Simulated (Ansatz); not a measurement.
Take Pt in the fcc (Cu type) structure (space group Fm-3m, No. 225; a = 3.895 Å; relaxed with 0.1 eV smearing) as the base. Axes: x, y, z lie along the cube axes.

The values are results of LDA, PAW, 420 eV (Ansatz, an electronic-structure program; no spin-orbit coupling), not measurements.

Base values:

The pressure is 0.0 GPa and the shortest interatomic distance is 2.754 Å.

Perturbation: tensile biaxial strain of 2.50 % in the plane normal to [111], as in epitaxy on a mismatched substrate; the out-of-plane cell vector and the atoms relax.

Task: Predict the new pressure.

Result: The pressure (mean of the normal stresses, compression positive) goes from zero to -5.6 GPa.

Task: What does the calculation give for the ratio −ε⊥/ε∥ after the change?

Result: The ratio −ε⊥/ε∥ is 1.08.

Task: What does the calculation give for the shortest interatomic distance after the change?

Result: The shortest interatomic distance drops by 0.0256 Å (2.754 Å → 2.729 Å).

No phonon test of stability was made. All final runs are without spin polarisation. Pt lies near a magnetic instability that expansion can trigger; it was not tested.
